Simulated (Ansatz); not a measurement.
SiC under load (space group P6_3mc), Ansatz (a quantum-chemistry and plane-wave program) with r2SCAN with spin-orbit coupling, rigid bands. Condition of this run: hydrostatic pressure of 30 GPa (compression positive) (the target of the relaxation). Band gap 2.48 eV, N_c = 1.01e19 cm⁻³ and N_v = 7.33e19 cm⁻³ at 300 K, conductivity masses along x (a = (2.97, 0.00, 0.00) Å; b = (-1.48, 2.57, 0.00) Å; c = (0.00, 0.00, 4.86) Å) of 0.413 mₑ (electrons) and 1.31 mₑ (holes). Take k_BT = 0.02585 eV.

Question: A film of it is 8 nm thick, with its normal along the direction named. Estimate the confinement energies in an infinite well.

Answer: ħ²π²/(2m t²) = 0.376 eV·nm²/(m/mₑ × t²) gives 14.2 meV for electrons and 4.49 meV for holes, so the gap would widen to about 2.50 eV. Finite barriers and nonparabolic bands lower this, and with several valleys or bands the heaviest mass along the normal sets the lowest level, not this average.

Question: What built-in voltage has an abrupt junction with N_A = 1e16 and N_D = 1e17 cm⁻³, all dopants ionised?

Answer: V_bi = E_g/e − (k_BT/e) ln(N_c N_v/(N_A N_D)) = 2.48 − 0.02585 × 13.51 = 2.13 V, for the computed gap.

Question: Find the intrinsic carrier density and the intrinsic Fermi level.

Answer: n_i = √(N_c N_v) exp(−E_g/2k_BT) = 2.72e19 × exp(−47.97) = 4.0e-2 cm⁻³. The level lies (k_BT/2) ln(N_v/N_c) = 26 meV from mid-gap (positive towards the conduction band). Each 0.1 eV added to the gap lowers n_i by a factor of 6.9.

Rigid bands with the computed gap; masses take one relaxation time for all states. Geometry: cell and atoms relaxed with PBEsol.
